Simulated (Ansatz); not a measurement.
Consider a 16-atom cell of (Ru,Re) started in the hexagonal close-packed structure, site fractions Ru 0.500, Re 0.500, short-range order 0.00 among the nearest mixed sites of the first mixed sublattice (0 is random, a negative value favours unlike neighbours), space group P-1 at the end. Its start:

```
CELL_PARAMETERS angstrom
     -0.00238    -4.78331    -4.40979
     -0.00230     4.77766    -4.40366
      5.52077     0.00287     4.40965
ATOMIC_POSITIONS crystal
  Re 0.58445 0.41563 0.25072
  Re 0.21042 0.54296 0.00106
  Ru 0.70528 0.03877 0.99699
  Ru 0.33380 0.16767 0.75313
  Re 0.45969 0.79452 0.49932
  Ru 0.95512 0.29277 0.50292
  Ru 0.08393 0.91371 0.24724
  Re 0.83443 0.66812 0.75006
  Re 0.54055 0.20937 0.49928
  Ru 0.16988 0.33223 0.24708
  Re 0.66531 0.83048 0.25068
  Re 0.29057 0.95688 0.99994
  Ru 0.41972 0.58623 0.75301
  Re 0.91458 0.08204 0.74894
  Ru 0.04107 0.71129 0.50276
  Ru 0.79120 0.45733 0.99687
```

The mixing enthalpy is taken against the end members in the hexagonal close-packed type, relaxed in the same cell and mesh.

All values below come from PBE (plane waves to 420 eV, PAW; Ansatz, a quantum-chemistry and plane-wave program). Scalar-relativistic, without spin–orbit coupling; the runs are not spin-polarised. Its k-point mesh 6×6×6, Fermi–Dirac width 0.05 eV.

| end member | weight | volume per atom (Å³) |
|---|---|---|
| Ru | 0.500 | 13.77 |
| Re | 0.500 | 14.95 |

### Question
Predict the alloy's volume, bond lengths and mixing enthalpy.

### Answer
The volume per atom comes out as 14.33 Å³ and the Re–Ru bonds (within 1.22 times the sum of covalent radii) is 2.722 Å on average, from 2.674 to 2.763 (48). The Re–Re bonds (within 1.22 times the sum of covalent radii) is 2.736 Å on average, from 2.674 to 2.772 (24). The Ru–Ru bonds (within 1.22 times the sum of covalent radii) is 2.728 Å on average, from 2.690 to 2.778 (24). The mixing enthalpy per site of the mixed sublattice is -57 meV and the departure of the mean lattice parameter from Vegard's line is under 0.15 %, inside the noise of the relaxations.
